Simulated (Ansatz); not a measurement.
Ansatz (a quantum-chemistry and plane-wave program) run on TiB2 (P6/mmm, 3 atoms in the cell): zone-centre phonon calculation.

Method of the run: LDA (PW92), default PAW files made with PBE (plane waves; Ansatz).

```
CELL_PARAMETERS angstrom
      2.99507     0.00000     0.00000
     -1.49753     2.59380     0.00000
      0.00000     0.00000     3.19584
ATOMIC_POSITIONS crystal
  Ti 0.00000 0.00000 0.00000
  B  0.33333 0.66667 0.50000
  B  0.66667 0.33333 0.50000
```

Reference input (self-consistent single point, DFT, r2SCAN, plane waves, default PAW files made with PBE): basis.ecutwfc = 500 eV; kpoints.mp_grid.grid = 13 13 10; hamiltonian.xc = r2scan; hamiltonian.pseudopotentials = {kind: paw} (the program's default PAW files); scf.occupations.method = cold; scf.occupations.width = 0.2 eV. This run's input differs from it in these lines:

Ansatz 0.2 input:
```diff
@@ -11,3 +11,3 @@
 basis:
-  ecutwfc: 500.0 eV
+  ecutwfc: 420.0 eV
 kpoints:
@@ -15,3 +15,3 @@
 hamiltonian:
-  xc: r2scan
+  xc: lda
   pseudopotentials: { kind: paw }
@@ -19,6 +19,4 @@
   occupations: { method: cold, width: 0.2 eV }
-output:
-  forces: true
-  eigenvalues: true
-  stress: true
+phonons:
+  method: dfpt
```

The program printed (abridged):

```
SCF iter   1: F=—  HF=-2753.300441 eV  |F-HF|=—  |Δ(HF+E_count)|=         —  Δρ=5.92e-3  dr2=4.58e-3  ethr=1.77e-3  ⟨swp⟩=4.4  Hψ=18619  notcnv=0
all-band conjugate gradients solve this SCF's bands
preconditioner: auto → none
SCF iter   2: F=—  HF=-2753.299191 eV  |F-HF|=—  |Δ(HF+E_count)|=   1.25e-3  S|Δr|=    0.00e0  Δρ=3.19e-3  dr2=1.91e-3  ethr=2.54e-5  ⟨swp⟩=1.2  Hψ=6619  notcnv=0
   [... lines left out ...]
SCF iter   5: F=—  HF=-2753.298699 eV  |F-HF|=—  |Δ(HF+E_count)|=   7.99e-7  S|Δr|=    0.00e0  Δρ=7.86e-6  dr2=1.06e-8  ethr=1.50e-9  ⟨swp⟩=2.0  Hψ=6473  notcnv=0
SCF iter   6: F=—  HF=-2753.298699 eV  |F-HF|=—  |Δ(HF+E_count)|=   1.72e-9  S|Δr|=    0.00e0  Δρ=8.51e-7  dr2=1.08e-10  ethr=5.89e-11  ⟨swp⟩=2.0  Hψ=5975  notcnv=0
SCF iter   7: F=-2753.298699 eV  HF=-2753.298699 eV  |F-HF|=4.55e-13  |Δ(HF+E_count)|=  2.82e-11  S|Δr|=    0.00e0  Δρ=8.32e-8  dr2=5.88e-13  ethr=1.00e-12  ⟨swp⟩=5.4  Hψ=15063  notcnv=0
SCF 1 converged in 7 iterations: F = -2753.298699 eV  dr2 = 5.88e-13
DFPT response loops at Γ: preconditioner auto → Kerker (q_TF=auto, 2.586 Å⁻¹) (partly filled bands, converged f_vac=0.000) …
Stability not checked (fill_not_monotonic)
Free energy (F): -2753.298699 eV
Internal energy: -2753.296951 eV  (E = F + TS)
E sigma→0 (E₀):  -2753.298116 eV
Entropy (-TS):   -0.001748 eV (-0.583 meV/atom)
Fermi energy:    15.443997 eV
   [... lines left out ...]
  ASR residual: 1.667e-5 → 0.000e0 eV/Å²; symmetrization residual: 8.480e-8 eV/Å²
  ASR residual per site (eV/Å²): 1.23e-5 1.67e-5 1.67e-5
  Γ frequencies (cm⁻¹): 0.00 0.00 0.00 523.20 524.86 524.86 561.80 912.04 912.04
  non-analytic LO–TO correction: not included (Born effective charges unavailable; polar crystals: no LO–TO splitting at Γ)
```

The run converged in 7 iterations. 

Summary of the result:
* **Free energy E − TS (on the zero of these files)**: -2753.2987 eV
* **Fermi level (on the code's own zero)**: 15.44 eV
* **Zone-centre frequencies (cm⁻¹; negative means imaginary)**: 0, 0, 0, 523, 525, 525, 562, 912, 912

The starting cell comes from a database of computed structures (which also holds hypothetical and non-ambient phases and stackings), without a prior relaxation at this level. Its lattice was rescaled by a random factor within 2.5 % of one. Spin polarisation is off.

Cost on one core of a shared machine: roughly 40 s.
